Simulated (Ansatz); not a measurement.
Start from HfO2 in the fluorite structure (space group Fm-3m, No. 225; a = 5.044 Å). Axes: x, y, z lie along the cube axes.

Level of theory: plane-wave PAW DFT at the PBEsol level (Ansatz, a program for electronic structure, 420 eV), no SOC.

For the base:

The volume per atom comes out as 10.69 Å³.

It is then changed as follows: compressive biaxial strain of 2.00 % in the plane normal to [001], as in epitaxy on a mismatched substrate; the out-of-plane cell vector and the atoms relax.

Problem. Predict the new volume per atom and energy relative to the base.

Solution. The volume per atom decreases by 0.34 Å³, from 10.69 Å³ to 10.35 Å³; the energy goes up by 18 meV/atom.

Stability against distortions was not tested. This is not the structure that HfO2 has at room temperature and ambient pressure.
